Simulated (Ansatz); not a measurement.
# ZnO, pressure series

The parent structure is ZnO in the wurtzite structure (space group P6_3mc, No. 186; a = 3.235 Å, c = 5.211 Å).

Cell and atoms are relaxed at each pressure.

Calculations: r2SCAN (Ansatz, a quantum-chemistry and plane-wave program; PAW; 500 eV plane waves; without spin-orbit coupling).

```csv
change,electron mass,shortest interatomic distance
base,0.19 mₑ (at Γ),1.970 Å
pressure −2 GPa,0.19 mₑ (at Γ),1.979 Å
pressure −1 GPa,0.19 mₑ (at Γ),1.975 Å
pressure 0.9 GPa,0.19 mₑ (at Γ),1.966 Å
pressure 2.1 GPa,0.19 mₑ (at Γ),1.961 Å
pressure 4.5 GPa,0.20 mₑ (at Γ),1.952 Å
pressure 9 GPa,0.20 mₑ (at Γ),1.936 Å
pressure 15 GPa,0.21 mₑ (at Γ),1.916 Å
pressure 22.5 GPa,0.21 mₑ (at Γ),1.895 Å
pressure 30 GPa,0.22 mₑ (at Γ),1.877 Å
```

The levels and masses belong to the bands next to the band gap. Load acts through the strain it causes; cell and atoms are relaxed under it. Masses are band curvatures over ±0.01 Å⁻¹ around the edge. Stability against distortions was not tested. Measured, ZnO leaves this structure (for rock salt) near 9.1 GPa (temperature not stated; as listed in Datta, Sujoy, Jana, Debnarayan, arXiv (2020)), on rising pressure, with hysteresis.
